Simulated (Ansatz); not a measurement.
Defect migration in zinc-blende BN: N vacancy, charge state +3. The step: one N atom jumps into the vacancy from a nearby N site; the atom moves 2.52 Å along (0.00, -0.49, -0.49) of the unit cell; the moving atom starts with neighbours B at 1.47, 2 B at 1.58, B at 1.62 Å and ends with B at 1.47, 2 B at 1.58, B at 1.63 Å. A PBE band in Ansatz (plane-wave PAW, a 2×2×2 k-point mesh shifted by half a step, 64 host sites, 53 SCF runs with any check of the saddle's order, static, no finite-size correction) gives a forward barrier of 4.98 eV. The saddle point's order was not checked, and it lies on a symmetry element of the cell, where a band can be held. The charge state is imposed; whether it is stable for some Fermi level was not computed. Forms of the defect that were not tried may lie lower.

Single points at the band's start and saddle point can refine it. Rough cost of one point, in units of the band's mean SCF on the same machine:

```tsv
Level	Cost of one point
PBE, a 3×3×3 k-point mesh shifted by half a step	about 4
r2SCAN at 500 eV, a 2×2×2 k-point mesh shifted by half a step	about 3
```

Which of these move the barrier by more than 0.1 eV, and how far does each move it?

PBE, a 3×3×3 k-point mesh shifted by half a step: 0.00 eV; r2SCAN at 500 eV, a 2×2×2 k-point mesh shifted by half a step: +0.20 eV. Each functional is compared with PBE at the same k-points.

Ansatz is a program for electronic structure.
